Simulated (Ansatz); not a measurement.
# A self-consistent single point of K2PbF6 (Fm-3m, 9 atoms in the cell) with Ansatz

Method of the run: PBE (plane waves, PAW; Ansatz, a quantum-chemistry and plane-wave program).

Input as run:

Ansatz 0.2 input:
```yaml
crystal:
  lattice:
    - [0.000000, 4.382916, 4.382916]
    - [4.382916, 0.000000, 4.382916]
    - [4.382916, 4.382916, 0.000000]
  atoms:
    - { symbol: K, position_ang: [2.191458, 2.191458, 2.191458] }
    - { symbol: K, position_ang: [6.574374, 6.574374, 6.574374] }
    - { symbol: Pb, position_ang: [0.000000, 0.000000, 0.000000] }
    - { symbol: F, position_ang: [2.077502, 4.382916, 4.382916] }
    - { symbol: F, position_ang: [6.688330, 4.382916, 4.382916] }
    - { symbol: F, position_ang: [4.382916, 2.077502, 4.382916] }
    - { symbol: F, position_ang: [4.382916, 6.688330, 4.382916] }
    - { symbol: F, position_ang: [4.382916, 4.382916, 2.077502] }
    - { symbol: F, position_ang: [4.382916, 4.382916, 6.688330] }
kpoints:
  mp_grid: { grid: [4, 4, 4] }
hamiltonian:
  xc: pbe
  pseudopotentials: { kind: paw }
scf:
  occupations: { method: gaussian, width: 0.1 }
output:
  forces: true
  eigenvalues: true
  stress: true
```

The program printed (abridged):

```
WARN basis.ecutwfc = 420 eV, the default
WARN ansatz: RAYON_NUM_THREADS=1 ignored (pool sized by the plan → 1); use --threads N
Pseudopotentials: kind: paw
Pseudopotential: K, paw, valence charge 9
Pseudopotential: Pb, paw, valence charge 14
Pseudopotential: F, paw, valence charge 7
Crystal: 9 atoms, lattice volume = 168.391 Å³
Basis set: ecut = 420 eV, 3287 PW (Γ), exchange–correlation on 90×90×90 points (8 copies of the dense FFT grid, shifted against one another)
Bands: 46, of which v1, the nominal top of the filled ones, is band 37 counted from 1 (36 counted from 0)
Symmetry: 48 space group operations
Space group: Fm-3m (ITA 225), of the structure as read, at distance tolerance 5.5e-5 Å
k-points: 8 of 64
Initial density: superposition of atomic densities (neutral atoms: chi_scale 0, normalization atom), corrected by the library's trained network
Initial wavefunctions: pseudopotential atomic-orbital guess
Eigensolver: davidson
Functional: x = pbe(κ = 0.804, μ = 0.2195149727645171), c = pbe(β = 0.06672455060314922)
SCF iter   1: F=—  HF=-19836.691452 eV  |F-HF|=—  |Δ(HF+E_count)|=         —  Δρ=8.47e-4  dr2=6.93e-4  ethr=1.77e-3  ⟨swp⟩=7.9  Hψ=1661  notcnv=0  defer=9
all-band conjugate gradients solve this SCF's bands
preconditioner: auto → Resta (q_TF=auto, 2.379 Å⁻¹)
SCF iter   2: F=—  HF=-19836.694380 eV  |F-HF|=—  |Δ(HF+E_count)|=   2.93e-3  Δρ=3.91e-4  dr2=1.11e-4  ethr=9.37e-7  ⟨swp⟩=2.6  Hψ=757  notcnv=0  defer=10
SCF iter   3: F=—  HF=-19836.694615 eV  |F-HF|=—  |Δ(HF+E_count)|=   2.35e-4  Δρ=1.47e-4  dr2=2.01e-5  ethr=1.50e-7  ⟨swp⟩=2.1  Hψ=509  notcnv=0  defer=10
SCF iter   4: F=—  HF=-19836.694774 eV  |F-HF|=—  |Δ(HF+E_count)|=   1.59e-4  Δρ=6.06e-5  dr2=3.60e-6  ethr=2.71e-8  ⟨swp⟩=2.0  Hψ=623  notcnv=0  defer=10
SCF iter   5: F=—  HF=-19836.694774 eV  |F-HF|=—  |Δ(HF+E_count)|=   4.55e-7  Δρ=1.28e-5  dr2=2.50e-7  ethr=4.86e-9  ⟨swp⟩=2.0  Hψ=485  notcnv=0  defer=10
SCF iter   6: F=-19836.694775 eV  HF=-19836.694775 eV  |F-HF|=8.47e-9  |Δ(HF+E_count)|=   5.99e-7  Δρ=2.44e-6  dr2=1.12e-8  ethr=1.35e-10  ⟨swp⟩=13.2  Hψ=1957  notcnv=0
SCF 1 converged in 6 iterations: F = -19836.694775 eV  dr2 = 1.12e-8
SCF converged after 6 iterations
Free energy (F): -19836.694775 eV
Harris-Foulkes:  -19836.694775 eV  (|F-HF|=8.47e-9)
Internal energy: -19836.694775 eV  (E = F + TS)
E sigma→0 (E₀):  -19836.694775 eV
Fermi energy:    2.188087 eV
--- Per-component energies (eV) ---
  E_band       = -605.596892
  E_kinetic    = 2036.244938
  E_local      = -6720.592115  (includes V_loc(G=0)·N_el)
  E_nonlocal   = 821.867637
  E_hartree    = 2568.477940
  E_xc         = -964.749180
  E_vxc        = -1069.915413  (∫ρ·V_xc dr)
  E_paw        = -13185.828555  (= ΣΔE_a)
  E_vpaw       = -810.166598  (= ΣTr[D̂ρ^β])
  E_aug_tail   = 0.012357  (compensation charges beyond the density's cutoff)
  E_ewald      = -4392.127796
  E_smearing   = -0.000000  (= −TS)
  E_closure    = 0.000000  (closes the sum)
  Σ components = -19836.694775   (vs F -19836.694775, Δ=0.00e0)
--- Forces (eV/Å), atoms counted from 1 ---
  atom   1  K     -0.00000000     0.00000000    -0.00000000
  atom   2  K     -0.00000000     0.00000000    -0.00000000
  atom   3  Pb    -0.00000000     0.00000000     0.00000000
  atom   4  F      0.28573171    -0.00000000    -0.00000000
  atom   5  F     -0.28573171     0.00000000    -0.00000000
  atom   6  F     -0.00000000     0.28573171     0.00000000
  atom   7  F     -0.00000000    -0.28573171     0.00000000
  atom   8  F      0.00000000    -0.00000000     0.28573171
  atom   9  F      0.00000000     0.00000000    -0.28573171
  max |Σ_I F_I| component: 1.67e-16 eV/Å
--- Stress (GPa, compression-positive) ---
        1.470487      -0.000000      -0.000000
        0.000000       1.470487      -0.000000
        0.000000      -0.000000       1.470487
  P = ⅓ Tr σ = 1.4705 GPa (14.705 kbar)
  The stress holds the Pulay correction. Without it, at fixed plane waves, as pw.x and ABINIT print it: P = 1.0443 GPa
--- Band table (eV; the first three rows and the last of 8) ---
  k-point 0: bands = ["-25.7357", "-25.7223", "-19.7187", "-19.4984", "-19.4984", "-19.2381", "-19.2381", "-19.2381", "-13.2056", "-13.2056", "-13.2056", "-12.7570", "-12.7570", "-9.2484", "-9.2484", "-9.2484", "-9.1933", "-9.1933", "-9.1933", [...]
  k-point 1: bands = ["-25.7333", "-25.7239", "-19.7026", "-19.5079", "-19.5079", "-19.2619", "-19.2280", "-19.2280", "-13.2049", "-13.2049", "-13.2041", "-12.7617", "-12.7617", "-9.2362", "-9.2362", "-9.2262", "-9.1967", "-9.1967", "-9.1838", [...]
  k-point 2: bands = ["-25.7283", "-25.7282", "-19.6844", "-19.5168", "-19.5168", "-19.2876", "-19.2185", "-19.2185", "-13.2043", "-13.2043", "-13.2026", "-12.7663", "-12.7663", "-9.2141", "-9.2141", "-9.2101", "-9.2101", "-9.1905", "-9.1876", [...]
  k-point 7: bands = ["-25.7280", "-25.7280", "-19.6740", "-19.5403", "-19.5087", "-19.2418", "-19.2418", "-19.2400", "-13.2032", "-13.2031", "-13.2031", "-12.7759", "-12.7632", "-9.2242", "-9.2198", "-9.2043", "-9.2043", "-9.1705", "-9.1700", [...]
```

The run converged in 6 iterations.

The starting cell was generated: these elements placed on a structure prototype, without a prior relaxation; it need not be a known phase or ordering of this composition. Its lattice was rescaled by a random factor within 2.5 % of one. Spin-orbit coupling is off. Ansatz's pressure includes its estimate of the finite-basis (Pulay) stress.
